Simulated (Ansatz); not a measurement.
**Response to strain in Ru**

Base system: Ru in the hcp (Mg type) structure (space group P6_3/mmc, No. 194; a = 2.7043 Å, c = 4.2629 Å; relaxed with 0.1 eV smearing). Axes: x lies along a and z along c of the hexagonal cell.

Strains are applied to the cell and any free atomic positions relax.

Level of theory: r2SCAN (Ansatz, a first-principles code, PAW, scalar-relativistic without spin-orbit coupling).

Notes on the quantities. energy relative to the base: free energy F.

| uniaxial strain ε_xx (%) | energy relative to the base (meV/atom) |
|---|---|
| -3 | 25.2 |
| -2.5 | 17.2 |
| -2 | ? |
| -1.5 | 6.0 |
| -1 | 2.6 |
| -0.5 | 0.6 |
| 0 | 0.0 |

Task: Fit ΔE = Aε² + Bε³ (ε in %) to the rows shown and predict the withheld row.

Result: Least squares on the printed values gives A = 2.52 and B = -0.094 meV/atom (largest residual 0.0 meV/atom); this predicts 10.8 meV/atom, and the run gives 10.9 meV/atom, in agreement.

Whether these cells are dynamically stable was not tested. All final runs are without spin polarisation.
